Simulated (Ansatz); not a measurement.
## Several settings converged on the (001) slab of MgS (cut from a parent of space group no. 225; 8 atoms in the cell)

```xyz
8
Lattice="3.6880 0.0000 0.0000 -3.6880 3.6880 0.0000 0.0000 0.0000 21.8234" Properties=species:S:1:pos:R:3 pbc="T T T"
Mg     0.0000     0.0000     9.6078
Mg    -1.8440     1.8440     7.0000
Mg     0.0000     0.0000    14.8234
Mg    -1.8440     1.8440    12.2156
S     -1.8440     1.8440     9.6078
S      0.0000     0.0000     7.0000
S     -1.8440     1.8440    14.8234
S      0.0000     0.0000    12.2156
```

Base method: LDA (PW92), default PAW files made with PBE (plane waves; Ansatz, a quantum-chemistry and plane-wave program).

Base settings: basis.ecutwfc = 30.9 Ry; kpoints.mp_grid.grid = 9 9 1; hamiltonian.xc = lda; hamiltonian.pseudopotentials = {kind: paw} (the program's default PAW files); scf.occupations.method = fermi_dirac; scf.occupations.width = 0.0037 Ry.

The count of work is k-points × plane waves × bands × iterations; it is no time. Core times come from one kind of shared machine, to one figure; runs under 30 s give none.

**The k-point mesh**

Only quantities that move along the ladder and can be compared are tabulated.

```csv
kpoints.mp_grid.grid,free energy less the last step's (meV/atom),largest difference of a force vector from the last step's (eV/Å),gap on the mesh (eV),count of work / last,core time / last (rough)
3 3 1,44.29,0.064,2.682,0.038,–
4 4 1,9.76,0.022,2.492,0.077,–
5 5 1,2.51,0.006,2.710,0.077,–
6 6 1,0.69,0.002,2.502,0.13,–
7 7 1,0.21,0.001,2.655,0.13,–
8 8 1,0.07,0.000,2.503,0.19,–
9 9 1,0.02,0.000,2.592,0.19,–
11 11 1,0.00,0.000,2.561,0.27,–
12 12 1,0.00,0.000,2.503,0.36,–
15 15 1,0.00,0.000,2.534,0.46,0.5
17 17 1,0.00,0.000,2.527,0.58,0.6
20 20 1,0.00,0.000,2.503,0.85,0.7
23 23 1,0.00,0.000,2.516,1.0,1
```

Coarsest kpoints.mp_grid.grid that holds the free energy within 1 meV/atom of the last step, with all finer ones: 6 6 1, at 0.13 of the last step's count of work; the step before is off by 2.5 meV/atom.

Coarsest kpoints.mp_grid.grid that holds the forces within 0.01 eV/Å of the last step, with all finer ones: 5 5 1, at 0.077 of the last step's count of work; the step before is off by 0.022 eV/Å.

The gap on the mesh jumps up and down from mesh to mesh; it is no smooth measure of convergence.

**The depth of the slab**

On the (001) slab of MgS (cut from a parent of space group no. 225; 4 atoms in the cell), and deeper slabs.

The mesh stays at the base's, so the ladder's end is converged at best in this setting alone.

Only quantities that move along the ladder and can be compared are tabulated.

| atoms | gap on the mesh (eV) | count of work / last | core time / last (rough) |
|---|---|---|---|
| 4 | 2.696 | 0.056 | – |
| 8 | 2.592 | 0.17 | – |
| 12 | 2.490 | 0.32 | – |
| 16 | 2.458 | 0.50 | 0.4 |
| 20 | 2.444 | 0.73 | 0.5 |
| 24 | 2.436 | 1.0 | 1 |

Smallest size that holds the gap on the mesh within 0.02 eV of the last step, with all finer ones: 20; the step before is off by 0.022 eV.

On the base run: the starting cell has typed, rounded lattice constants, without a prior relaxation at this level. The slab is cut from that crystal, and its faces are unrelaxed. Its lattice was rescaled by up to half a per cent. Spin polarisation is off, though cut faces can carry moments; a gap of a slab can lie between surface states. Another mesh or the band path of this cell gives a smaller gap, so this value is not converged in the mesh.

Keys are those of Ansatz 0.2.
